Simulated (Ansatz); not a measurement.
## Ansatz run on CaGe2Ru2 (I4/mmm, 5 atoms in the cell): self-consistent single point

Method of the run: LDA (PW92), default PAW files made with PBE (plane waves; Ansatz, a quantum-chemistry and plane-wave program).

The input file:

Ansatz 0.2 input:
```yaml
crystal:
  lattice:
    - [-2.136967, 2.136967, 4.999343]
    - [2.136967, -2.136967, 4.999343]
    - [2.136967, 2.136967, -4.999343]
  atoms:
    - { symbol: Ca, position: [0.000000, 0.000000, 0.000000] }
    - { symbol: Ge, position: [0.366270, 0.366270, 0.000000] }
    - { symbol: Ge, position: [0.633730, 0.633730, 0.000000] }
    - { symbol: Ru, position: [0.750000, 0.250000, 0.500000] }
    - { symbol: Ru, position: [0.250000, 0.750000, 0.500000] }
basis:
  ecutwfc: 30.9 Ry
kpoints:
  mp_grid:
    grid: [8, 8, 8]
hamiltonian:
  xc: lda
  pseudopotentials:
    kind: paw
scf:
  occupations:
    method: gaussian
    width: 0.0073 Ry
output:
  forces: true
  eigenvalues: true
  stress: true
```

Log, with long lists cut:

```
WARN ansatz: RAYON_NUM_THREADS=1 ignored (pool sized by the plan → 1); use --threads N
Pseudopotentials: kind: paw
Pseudopotential: Ca, paw, valence charge 10
Pseudopotential: Ge, paw, valence charge 14
Pseudopotential: Ru, paw, valence charge 16
Crystal: 5 atoms, lattice volume = 91.321 Å³
Basis set: ecut = 420.4159175005146 eV, 1769 PW (Γ)
Bands: 42, of which v1, the nominal top of the filled ones, is band 35 counted from 1 (34 counted from 0)
Symmetry: 16 space group operations
Space group: I4/mmm (ITA 139), of the structure as read, at distance tolerance 4.5e-5 Å
k-points: 59 of 512
PAW frozen core: Ca, regenerated for the run's functional, and the local potential with it
PAW frozen core: Ge, regenerated for the run's functional, and the local potential with it
PAW frozen core: Ru, regenerated for the run's functional, and the local potential with it
Initial density: superposition of atomic densities (neutral atoms: chi_scale 0, normalization atom), corrected by the library's trained network
Initial wavefunctions: pseudopotential atomic-orbital guess
Eigensolver: davidson
Functional: x = slater, c = lda
SCF iter   1: F=—  HF=-21723.181211 eV  |F-HF|=—  |Δ(HF+E_count)|=         —  Δρ=7.40e-3  dr2=4.39e-2  ethr=1.77e-3  ⟨swp⟩=6.9  Hψ=9837  notcnv=0
all-band conjugate gradients solve this SCF's bands
preconditioner: auto → Kerker (q_TF=auto, 2.610 Å⁻¹)
SCF iter   2: F=—  HF=-21723.173765 eV  |F-HF|=—  |Δ(HF+E_count)|=   7.45e-3  Δρ=4.17e-3  dr2=1.72e-2  ethr=6.27e-5  ⟨swp⟩=1.6  Hψ=3804  notcnv=0  defer=1
SCF iter   3: F=—  HF=-21723.170853 eV  |F-HF|=—  |Δ(HF+E_count)|=   2.91e-3  Δρ=1.17e-3  dr2=1.57e-3  ethr=2.46e-5  ⟨swp⟩=2.0  Hψ=3132  notcnv=0  defer=1
SCF iter   4: F=—  HF=-21723.170401 eV  |F-HF|=—  |Δ(HF+E_count)|=   4.52e-4  Δρ=5.15e-4  dr2=3.65e-4  ethr=2.24e-6  ⟨swp⟩=2.0  Hψ=3213  notcnv=0  defer=1
SCF iter   5: F=—  HF=-21723.170348 eV  |F-HF|=—  |Δ(HF+E_count)|=   5.27e-5  Δρ=2.52e-4  dr2=6.50e-5  ethr=5.21e-7  ⟨swp⟩=2.9  Hψ=4498  notcnv=0  defer=1
SCF iter   6: F=—  HF=-21723.170327 eV  |F-HF|=—  |Δ(HF+E_count)|=   2.05e-5  Δρ=5.77e-5  dr2=6.15e-6  ethr=9.29e-8  ⟨swp⟩=2.0  Hψ=3874  notcnv=0  defer=4
SCF iter   7: F=—  HF=-21723.170326 eV  |F-HF|=—  |Δ(HF+E_count)|=   1.72e-6  Δρ=2.01e-5  dr2=9.28e-7  ethr=8.78e-9  ⟨swp⟩=2.0  Hψ=3110  notcnv=0  defer=4
SCF iter   8: F=-21723.170326 eV  HF=-21723.170326 eV  |F-HF|=2.75e-8  |Δ(HF+E_count)|=   1.71e-7  Δρ=5.22e-6  dr2=4.19e-8  ethr=1.43e-10  ⟨swp⟩=7.4  Hψ=11266  notcnv=0
SCF 1 converged in 8 iterations: F = -21723.170326 eV  dr2 = 4.19e-8
SCF converged after 8 iterations
Free energy (F): -21723.170326 eV
Harris-Foulkes:  -21723.170326 eV  (|F-HF|=2.75e-8)
Internal energy: -21723.158723 eV  (E = F + TS)
E sigma→0 (E₀):  -21723.164524 eV
Entropy (-TS):   -0.011603 eV (-2.321 meV/atom)
Fermi energy:    13.163801 eV
--- Per-component energies (eV) ---
  E_band       = -642.997294
  E_kinetic    = 1536.813744
  E_local      = -9118.218681  (includes V_loc(G=0)·N_el)
  E_nonlocal   = 1612.901585
  E_hartree    = 3630.116721
  E_xc         = -666.079739
  E_vxc        = -779.935420  (∫ρ·V_xc dr)
  E_paw        = -11385.060473  (= ΣΔE_a)
  E_vpaw       = -1154.783356  (= ΣTr[D̂ρ^β])
  E_aug_tail   = 0.000175  (compensation charges beyond the density's cutoff)
  E_ewald      = -7338.875242
  E_core_change = 5.243188  (= ΣΔE_core)
  E_smearing   = -0.011603  (= −TS)
  E_closure    = -0.000000  (closes the sum)
  Σ components = -21723.170326   (vs F -21723.170326, Δ=0.00e0)
--- Forces (eV/Å), atoms counted from 1 ---
  atom   1  Ca    -0.00000000     0.00000000     0.00000000
  atom   2  Ge     0.00000000    -0.00000000    -0.26443786
  atom   3  Ge    -0.00000000    -0.00000000     0.26443786
  atom   4  Ru    -0.00000000    -0.00000000     0.00000000
  atom   5  Ru     0.00000000    -0.00000000     0.00000000
  max |Σ_I F_I| component: 1.11e-16 eV/Å
--- Stress (GPa, compression-positive) ---
       -7.309994       0.000000       0.000000
        0.000000      -7.309994      -0.000000
        0.000000      -0.000000      -6.132205
  P = ⅓ Tr σ = -6.9174 GPa (-69.174 kbar)
  The stress holds the Pulay correction. Without it, at fixed plane waves, as pw.x and ABINIT print it: P = -6.9425 GPa
--- Band table (eV; the first three rows and the last of 59) ---
  k-point 0: bands = ["-58.6209", "-58.5932", "-28.8546", "-28.8546", "-28.6887", "-28.6887", "-28.6188", "-28.5810", "-27.1259", "-10.9216", "-10.8791", "-10.8791", "-10.8339", "-10.8339", "-10.8322", "-10.8309", "-10.8117", "-10.8019", "-10.7965", [...]
  k-point 1: bands = ["-58.6188", "-58.5952", "-28.8580", "-28.8282", "-28.7168", "-28.6863", "-28.6157", "-28.5835", "-27.1253", "-10.9219", "-10.8808", "-10.8804", "-10.8372", "-10.8353", "-10.8307", "-10.8299", "-10.8112", "-10.8020", "-10.7969", [...]
  k-point 2: bands = ["-58.6139", "-58.6001", "-28.8662", "-28.7842", "-28.7641", "-28.6806", "-28.6083", "-28.5895", "-27.1238", "-10.9224", "-10.8853", "-10.8837", "-10.8419", "-10.8383", "-10.8304", "-10.8274", "-10.8094", "-10.8032", "-10.7976", [...]
  k-point 58: bands = ["-58.6209", "-58.5932", "-28.8547", "-28.8547", "-28.6886", "-28.6886", "-28.6210", "-28.5808", "-27.1234", "-10.9211", "-10.8789", "-10.8789", "-10.8379", "-10.8341", "-10.8341", "-10.8253", "-10.8062", "-10.8019", [...]
```

The run converged in 8 iterations.

The starting cell comes from a database of computed structures (which also holds hypothetical and non-ambient phases and stackings), without a prior relaxation at this level. Its lattice was rescaled by up to half a per cent. Spin polarisation is off. With a pressure of about -7 GPa the cell is away from its equilibrium volume at this level. Ansatz's pressure includes its estimate of the finite-basis (Pulay) stress.
